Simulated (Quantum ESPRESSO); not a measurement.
Worked example: dielectric-response calculation of KTlO2 (R-3m, 4 atoms in the cell) in Quantum ESPRESSO.

Method: LDA (PZ), GBRV 1.5 ultrasoft (LDA) pseudopotentials (plane waves; Quantum ESPRESSO 7.5).

```
KTlO2
1.0
    1.71813     0.99196     6.07173
   -1.71813     0.99196     6.07173
    0.00000    -1.98392     6.07173
K Tl O
1 1 2
Direct
  0.50000   0.50000   0.50000
  0.00000   0.00000   0.00000
  0.73208   0.73208   0.73208
  0.26792   0.26792   0.26792
```

Reference input (self-consistent single point, DFT, LDA (PZ), plane waves, GBRV 1.5 ultrasoft (LDA) pseudopotentials): ecutwfc = 40 Ry; ecutrho = 200 Ry; occupations = smearing; smearing = fermi-dirac; degauss = 0.00147 Ry; potentials = {K: k_lda_v1.4.uspp.F.UPF, Tl: tl_lda_v1.2.uspp.F.UPF, O: o_lda_v1.2.uspp.F.UPF}; K_POINTS = automatic 5 5 5 0 0 0; conv_thr = 1e-10 Ry. This run's input differs from it in these lines:

```diff
@@ -13,5 +13,4 @@
    ecutrho = 200,
-   occupations = 'smearing',
-   smearing = 'fermi-dirac',
-   degauss = 0.00147,
+   occupations = 'fixed',
+   nbnd = 23,
 /
@@ -30,3 +29,3 @@
 K_POINTS {automatic}
-5 5 5  0 0 0
+4 4 4  0 0 0
 CELL_PARAMETERS {angstrom}
```

Step 2 (ph.x):

```fortran
phonons at the zone centre
&INPUTPH
   outdir = './work',
   tr2_ph = 1.0d-14,
   trans = .false.,
   epsil = .true.,
   zeu = .true.,
/
0.0 0.0 0.0
```

Output (repeated stretches shortened):

Output of step 1:

```
     Self-consistent Calculation

     iteration #  1     ecut=    40.00 Ry     beta= 0.70

     negative rho (up, down):  5.496E-02 0.000E+00

     total energy              =    -265.90617421 Ry
     estimated scf accuracy    <       0.93412502 Ry

     iteration #  2     ecut=    40.00 Ry     beta= 0.70

     negative rho (up, down):  5.489E-02 0.000E+00

     total energy              =    -266.11046367 Ry
     estimated scf accuracy    <       1.88081580 Ry

     iteration #  3     ecut=    40.00 Ry     beta= 0.70

     negative rho (up, down):  5.627E-02 0.000E+00

     total energy              =    -266.41822679 Ry
     estimated scf accuracy    <       0.01486187 Ry

   [... 7 blocks of this kind left out ...]

     iteration # 11     ecut=    40.00 Ry     beta= 0.70

     negative rho (up, down):  5.648E-02 0.000E+00

     total energy              =    -266.43851143 Ry
     estimated scf accuracy    <          8.9E-10 Ry

     iteration # 12     ecut=    40.00 Ry     beta= 0.70

     negative rho (up, down):  5.648E-02 0.000E+00
     End of self-consistent calculation

     highest occupied, lowest unoccupied level (ev):     7.5507    8.4510

!    total energy              =    -266.43851143 Ry
     estimated scf accuracy    <          3.0E-11 Ry

     convergence has been achieved in  12 iterations

     negative rho (up, down):  5.648E-02 0.000E+00

     Forces acting on atoms (cartesian axes, Ry/au):

     atom    1 type  1   force =    -0.00000000    0.00000000   -0.00000000
     atom    2 type  2   force =     0.00000000    0.00000000   -0.00000000
     atom    3 type  3   force =     0.00000000    0.00000000    0.00067637
     atom    4 type  3   force =    -0.00000000   -0.00000000   -0.00067637

     Total force =     0.000957     Total SCF correction =     0.000005

     negative rho (up, down):  5.648E-02 0.000E+00
          total   stress  (Ry/bohr**3)                   (kbar)     P=      -44.34
  -0.00028111   0.00000000  -0.00000000          -41.35        0.00       -0.00
   0.00000000  -0.00028111   0.00000000            0.00      -41.35        0.00
   0.00000000   0.00000000  -0.00034198            0.00        0.00      -50.31

   JOB DONE.
```

Output of step 2:

```
     Reading xml data from directory:

     ./work/pwscf.save/

     G-vector sticks info
     --------------------
     sticks:   dense  smooth     PW     G-vecs:    dense   smooth      PW
     Sum        1203     967    309                20043    14315    2643

     negative rho (up, down):  5.648E-02 0.000E+00
     Reading collected, re-writing distributed wavefunctions in ./work/

     Number and degeneracy of irreps per q-point
       N         xq(1)         xq(2)         xq(3)   N irreps
       1   0.000000000   0.000000000   0.000000000       8
        1   2   1   1   1   2   2   2

     Calculation of q =    0.0000000   0.0000000   0.0000000

     phonons at the zone centre

     bravais-lattice index     =            0
     lattice parameter (alat)  =      12.0709  a.u.
     unit-cell volume          =     418.9958 (a.u.)^3
     number of atoms/cell      =            4
     number of atomic types    =            3
     kinetic-energy cut-off    =      40.0000  Ry
     charge density cut-off    =     200.0000  Ry
     convergence threshold     =      1.0E-14
     beta                      =       0.7000
     number of iterations used =            4
   [... lines left out ...]
                                                       0.900   0.900

     Mode symmetry, D_3d (-3m)  point group:

     Electric field:
     Dielectric constant
     Born effective charges as d Force / d E

     Atomic displacements:
     There are    8 irreducible representations

     Representation     1      1 modes -  To be done

     Representation     2      2 modes -  To be done

     Representation     3      1 modes -  To be done

     Representation     4      1 modes -  To be done

     Representation     5      1 modes -  To be done

     Representation     6      2 modes -  To be done

     Representation     7      2 modes -  To be done

     Representation     8      2 modes -  To be done
     Electric Fields Calculation

      iter #   1   av.it.:  10.9
      thresh= 1.000E-02 alpha_mix =  0.700 |ddv_scf|^2 =  1.387E-06

      iter #   2   av.it.:  20.1
      thresh= 1.178E-04 alpha_mix =  0.700 |ddv_scf|^2 =  1.006E-05

   [... 5 blocks of this kind left out ...]

      iter #   8   av.it.:  19.3
      thresh= 1.412E-08 alpha_mix =  0.700 |ddv_scf|^2 =  1.416E-16

     End of electric fields calculation
          Dielectric constant in cartesian axis

          (       5.965047819       0.000000000      -0.000000000 )
          (       0.000000000       5.965047819      -0.000000000 )
          (      -0.000000000      -0.000000000       3.949729610 )

          Effective charges (d Force / dE) in cartesian axis without acoustic sum rule applied (asr)

           atom    1  K     Mean Z*:        1.23204
      Ex  (        1.01188        0.00000        0.00000 )
      Ey  (       -0.00000        1.01188        0.00000 )
      Ez  (        0.00000        0.00000        1.67235 )
           atom    2  Tl    Mean Z*:        3.00689
      Ex  (        3.75172        0.00000        0.00000 )
      Ey  (        0.00000        3.75172        0.00000 )
      Ez  (       -0.00000        0.00000        1.51725 )
           atom    3  O     Mean Z*:       -2.20597
      Ex  (       -2.49225        0.00000        0.00000 )
      Ey  (        0.00000       -2.49225        0.00000 )
      Ez  (        0.00000        0.00000       -1.63342 )
           atom    4  O     Mean Z*:       -2.20597
      Ex  (       -2.49225        0.00000       -0.00000 )
      Ey  (        0.00000       -2.49225        0.00000 )
      Ez  (       -0.00000        0.00000       -1.63342 )

   [... lines left out ...]
      E*x (        1.06711       -0.00000        0.00000 )
      E*y (       -0.00000        1.06711       -0.00000 )
      E*z (        0.00000       -0.00000        1.69166 )
           atom    2  Tl    Mean Z*:        3.05015
      E*x (        3.80694        0.00000        0.00000 )
      E*y (        0.00000        3.80694        0.00000 )
      E*z (       -0.00000        0.00000        1.53656 )
           atom    3  O     Mean Z*:       -2.16272
      E*x (       -2.43703       -0.00000        0.00000 )
      E*y (        0.00000       -2.43703       -0.00000 )
      E*z (        0.00000       -0.00000       -1.61411 )
           atom    4  O     Mean Z*:       -2.16272
      E*x (       -2.43703       -0.00000       -0.00000 )
      E*y (        0.00000       -2.43703       -0.00000 )
      E*z (       -0.00000       -0.00000       -1.61411 )
   JOB DONE.
```

The run converged in 12 iterations. 

Summary of the result:
* **Free energy E − TS**: -3625.0806 eV
* **Top of the valence band (on the code's own zero)**: 7.55 eV
* **Gap on the k-point mesh**: 0.90 eV
* **Pressure**: -4.43 GPa
* **Largest force (vector length)**: 0.017 eV/Å
* **ε∞ at this k-point mesh, which may be far from converged in small-gap cells (xx, yy, zz)**: 5.97, 5.97, 3.95
* **Born charges at this mesh (mean of the diagonal, e)**: K 1.28, Tl 3.05, O -2.16, O -2.16

The starting cell comes from a database of computed structures (which also holds hypothetical and non-ambient phases and stackings), without a prior relaxation at this level. Its lattice was rescaled by up to half a per cent. Spin-orbit coupling is off. With a pressure of about -4 GPa the cell is away from its equilibrium volume at this level.
